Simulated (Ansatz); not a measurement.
# How far to go with the SCF threshold: Al (Fm-3m, 1 atom in the cell)

```yaml
crystal:
  lattice:
    - [0.00000, 2.03107, 2.03107]
    - [2.03107, 0.00000, 2.03107]
    - [2.03107, 2.03107, 0.00000]
  atoms:
    - { symbol: Al, position: [0.00000, 0.00000, 0.00000] }
```

Computed with PBEsol, PAW files made with PBE (plane waves; Ansatz, an electronic-structure program).

Base settings: basis.ecutwfc = 30.9 Ry; kpoints.mp_grid.grid = 14 14 14; hamiltonian.xc = pbesol; hamiltonian.pseudopotentials = {kind: paw} (the program's default PAW files); scf.occupations.method = gaussian; scf.occupations.width = 0.0073 Ry.

The mesh stays at the base's, so the ladder's end is converged at best in this setting alone.

Only quantities that move along the ladder and can be compared are tabulated.

The count of work is k-points × plane waves × bands × iterations; it is no time. 

The starting cell has typed, rounded lattice constants, without a prior relaxation at this level. Its lattice was rescaled by up to half a per cent. Ansatz's pressure includes its estimate of the finite-basis (Pulay) stress.

Steps (scf.convergence.dr2_threshold): 0.1 eV; 0.01 eV; 0.001 eV; 0.0001 eV; 1e-05 eV; 1e-06 eV; 1e-07 eV; 1e-08 eV; 1e-10 eV; 1e-12 eV.

Problem. What is the coarsest scf.convergence.dr2_threshold that holds the pressure within 0.1 GPa of the last step, with all finer ones?

Solution. 0.01 eV; the step before is off by 0.40 GPa.

| scf.convergence.dr2_threshold | pressure (GPa) | count of work / last |
|---|---|---|
| 0.1 eV | -3.30 | 0.33 |
| 0.01 eV | -2.90 | 0.67 |
| 0.001 eV | -2.90 | 0.67 |
| 0.0001 eV | -2.90 | 0.67 |
| 1e-05 eV | -2.89 | 0.83 |
| 1e-06 eV | -2.89 | 0.83 |
| 1e-07 eV | -2.89 | 0.83 |
| 1e-08 eV | -2.89 | 0.83 |
| 1e-10 eV | -2.89 | 1.0 |
| 1e-12 eV | -2.89 | 1.0 |

Keys are those of Ansatz 0.2.
